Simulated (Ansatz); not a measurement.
## Response to strain in Al

Base system: Al in the fcc (Cu type) structure (space group Fm-3m, No. 225; relaxed with 0.1 eV smearing).

```
Al
1.0
    0.00000     2.02062     2.02062
    2.02062     0.00000     2.02062
    2.02062     2.02062     0.00000
Al
1
Cartesian
  0.00000   0.00000   0.00000
```

Strains are applied to the cell and any free atomic positions relax.

Computed with PBE/PAW in Ansatz (a program for electronic structure), spin-orbit coupling left out.

Notes on the quantities. energy relative to the base: free energy F.

```csv
variant,energy relative to the base,pressure,volume per atom
base,0 meV/atom,0.0 GPa,16.50 Å³
isotropic strain −3.00 %,+36 meV/atom,8.7 GPa,15.06 Å³
isotropic strain −2.50 %,+25 meV/atom,7.0 GPa,15.29 Å³
isotropic strain −2.00 %,+15 meV/atom,5.4 GPa,15.53 Å³
isotropic strain −1.00 %,+3.7 meV/atom,2.5 GPa,16.01 Å³
isotropic strain −0.50 %,+0.9 meV/atom,1.2 GPa,16.25 Å³
isotropic strain +1.00 %,+3.5 meV/atom,-2.2 GPa,17.00 Å³
isotropic strain +1.50 %,+7.7 meV/atom,-3.1 GPa,17.25 Å³
isotropic strain +2.00 %,+13 meV/atom,-4.0 GPa,17.51 Å³
isotropic strain +3.00 %,+29 meV/atom,-5.6 GPa,18.03 Å³
```

Stability against distortions was not tested.
